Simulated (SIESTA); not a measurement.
SIESTA run on Mg7SiN6 (Ibam, 28 atoms in the cell): self-consistent single point.

Method: SIESTA with GGA PBEsol, numerical atomic orbitals TZP, PseudoDojo PBEsol standard norm-conserving potentials (rewritten from UPF to PSML).

```xyz
28
Lattice="-2.6910 5.0383 5.6379 2.6910 -5.0383 5.6379 2.6910 5.0383 -5.6379" Properties=species:S:1:pos:R:3 pbc="T T T"
Mg     1.1768     4.6140     5.6379
Mg     1.5142     0.4243     0.0000
Mg     1.1768     5.4627     0.0000
Mg     1.5142    -0.4243     5.6379
Mg     2.1250     2.7318     1.3529
Mg     0.5660     2.3065     4.2850
Mg     0.5660     2.3065     6.9908
Mg     2.1250     2.7318    -1.3529
Mg     2.1250    -2.7318     4.2850
Mg     0.5660     7.7701     1.3529
Mg     3.2570     2.7318     4.2850
Mg    -0.5660     2.3065     1.3529
Mg     0.0000     5.0383     2.8190
Mg     2.6910     0.0000     2.8190
Si     0.0000     0.0000     8.4569
Si     0.0000     0.0000     2.8190
N      1.6485     3.9783     3.6987
N      1.0426     1.0601     1.9392
N     -1.6485     6.0984     3.6987
N      4.3395    -1.0601     1.9392
N      1.6485     6.0984     1.9392
N      1.0426    -1.0601     3.6987
N      1.0426    -1.0601     7.5771
N      1.6485     6.0984    -1.9392
N      0.6951     3.4718     0.0000
N      1.9959     1.5665     5.6379
N      3.3862     1.5665     0.0000
N     -0.6951     3.4718     5.6379
```

Reference input (self-consistent single point, DFT, GGA PBEsol, numerical atomic orbitals TZP, PseudoDojo PBEsol standard norm-conserving potentials (rewritten from UPF to PSML)): XC.functional = GGA; XC.authors = PBEsol; potentials = PseudoDojo PBEsol standard; PAO.BasisSize = TZP; PAO.EnergyShift = 0.01 Ry; MeshCutoff = 350 Ry; kgrid.MonkhorstPack = 4 4 4; OccupationFunction = MP; OccupationMPOrder = 0; ElectronicTemperature = 10 meV; MaxSCFIterations = 150; SCF.Mixer.Method = Broyden. This run's input differs from it in these lines:

```diff
@@ -53,3 +53,3 @@
 PAO.EnergyShift              0.01 Ry
-MeshCutoff                   350 Ry
+MeshCutoff                   402 Ry
 %block kgrid.MonkhorstPack
```

Output (repeated stretches shortened):

```
        iscf     Eharris(eV)        E_KS(eV)     FreeEng(eV)     dDmax    Ef(eV) dHmax(eV)
   scf:    1   -26013.588481   -26172.658031   -26172.658031  1.612901 -7.971269 10.646887
   scf:    2   -26202.884223   -26188.606915   -26188.606915  0.114065 -5.151541  7.431502
   scf:    3   -26211.218190   -26206.138827   -26206.138827  0.337518 -4.691308  1.757024
   scf:    4   -26205.665743   -26206.156785   -26206.156785  0.055567 -5.080230  1.434378
   scf:    5   -26206.466494   -26206.332874   -26206.332874  0.018209 -5.106804  1.146874
   scf:    6   -26206.412696   -26206.424266   -26206.424266  0.049069 -4.108901  0.360585
   scf:    7   -26206.443221   -26206.436913   -26206.436913  0.003963 -4.114958  0.085465
   scf:    8   -26206.439379   -26206.438541   -26206.438541  0.003468 -4.121706  0.030257
   scf:    9   -26206.438622   -26206.438653   -26206.438653  0.000618 -4.118983  0.010881
   scf:   10   -26206.438701   -26206.438687   -26206.438687  0.000583 -4.120544  0.001512
   scf:   11   -26206.438688   -26206.438688   -26206.438688  0.000046 -4.120536  0.000848
SCF Convergence by DM+H criterion
max |DM_out - DM_in|         :     0.0000463916
max |H_out - H_in|      (eV) :     0.0008478650
SCF cycle converged after 11 iterations

Using DM_out to compute the final energy and forces

siesta: E_KS(eV) =           -26206.4387

siesta: E_KS - E_eggbox =    -26206.4387

siesta: Atomic forces (eV/Ang):
     1    0.357496    0.047248   -0.002328
     2   -0.357496   -0.047248    0.002328
     3    0.357217   -0.047478    0.002579
   [... 25 lines left out ...]
   Tot   -0.000000   -0.000000    0.000000
   Max    0.519370
   Res    0.275427    sqrt( Sum f_i^2 / 3N )
   Max    0.519370    constrained

Stress tensor Voigt[x,y,z,yz,xz,xy] (kbar):      -99.55      -85.83      -66.19        0.57        0.01        0.03
(Free)E + p*V (eV/cell)   -26190.4359
Target enthalpy (eV/cell)   -26206.4387

   [... lines left out ...]
siesta: FreeEng =    -26206.438688
   [... lines left out ...]
siesta:    -0.062133    0.000022    0.000004
siesta:     0.000022   -0.053568    0.000356
siesta:     0.000004    0.000356   -0.041312

siesta: Cell volume =        305.760758 Ang**3

siesta: Pressure (static):
siesta:                Solid            Molecule  Units
siesta:           0.00057003          0.00049848  Ry/Bohr**3
siesta:           0.05233767          0.04576878  eV/Ang**3
siesta:          83.85418718         73.32966863  kBar
```

The run converged in 11 iterations. Against the reference run the free energy rises by 1.7 meV/atom, the pressure moves little (8.43 to 8.39 GPa), the largest force stays at 0.733 eV/Å and the gap on the mesh stays at 1.815 eV.

The starting cell comes from a database of computed structures (which also holds hypothetical and non-ambient phases and stackings), without a prior relaxation at this level. Its lattice was rescaled by a random factor within 2.5 % of one. Values carry the incompleteness of an atom-centred basis.

Cost on one core of a shared machine: roughly 9 min.
